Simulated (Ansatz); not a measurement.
Here is the system:

End structure of the (111)B surface of zinc-blende AlP, from a spin-polarised start, P-terminated, 2x2 with 3 OH on 4 top atoms (bottom of the slab: 3 H on 4 bottom sites):

```xyz
49
Lattice="7.7899 0.0000 0.0000 -3.8949 6.7462 0.0000 0.0000 0.0000 33.5000" Properties=species:S:1:pos:R:3 pbc="T T T"
Al     1.8962     1.1539     9.5297
Al     5.8932     1.1538     9.5289
Al    -0.0002     4.4386     9.5296
Al     3.8944     4.4973    10.1509
P     -0.0004     2.2487    10.4487
P      3.8949     2.1934    10.4098
P     -1.9000     5.6494    10.4104
P      1.8993     5.6497    10.4097
Al     0.0000     2.2487    12.8073
Al     3.8949     2.2487    12.8073
Al    -1.9475     5.6219    12.8073
Al     1.9475     5.6219    12.8073
P      0.0000     0.0000    13.6023
P      3.8949     0.0000    13.6023
P     -1.9475     3.3731    13.6023
P      1.9475     3.3731    13.6023
Al    -0.0046    -0.0014    15.9905
Al     3.8993     0.0024    15.9873
Al    -1.9513     3.3711    15.9917
Al     1.9503     3.3747    15.9790
P      1.9495     1.1274    16.7691
P      5.8402     1.1234    16.8000
P      0.0047     4.4979    16.7706
P      3.8889     4.4955    16.7851
Al     1.9543     1.1458    19.1495
Al     5.8375     1.1219    19.1946
Al     0.0245     4.4931    19.1519
Al     3.8697     4.4868    19.1669
P      0.0035     2.2500    19.9489
P      3.8934     2.2493    19.9994
P     -1.9474     5.6206    19.8843
P      1.9454     5.6245    20.0106
Al     0.1197     2.3055    22.3351
Al     3.7284     2.3191    22.4026
Al    -1.9798     5.5906    22.2423
Al     1.9313     5.4453    22.4195
P     -0.0154    -0.0006    23.0431
P      3.8601    -0.0169    23.0483
P     -1.9529     3.3342    23.0316
P      1.9027     3.3448    23.4629
H      1.9317     1.1325     7.9400
H      5.8578     1.1334     7.9392
H     -0.0012     4.4800     7.9399
O      0.0196    -0.0166    24.7269
H      0.8991     0.2525    25.0502
O      3.5905    -0.1434    24.7227
H      4.2913     0.3170    25.2172
O     -1.9685     3.3495    24.7170
H     -1.1727     3.7986    25.0570
```

Set-up: 49 atoms, 17.4 Å thick at the start with caps and adatoms; mesh 3x3x1; 0.025 eV smearing; dipole correction on; 8 atoms held, the rest relaxed; no symmetry held; spin-polarised from one start with parallel moments (other orders not tried), no spin-orbit, no U. The starting moment vanished. It is one candidate, not shown to be the stable structure of the face.

Q: Estimate the highest filled level below the top vacuum level that PBE in Ansatz (a quantum-chemistry and plane-wave program) returns for this input.

A: 4.98 eV

Q: Predict the gap of the slab on its k-mesh from PBE.

A: 1.13 eV
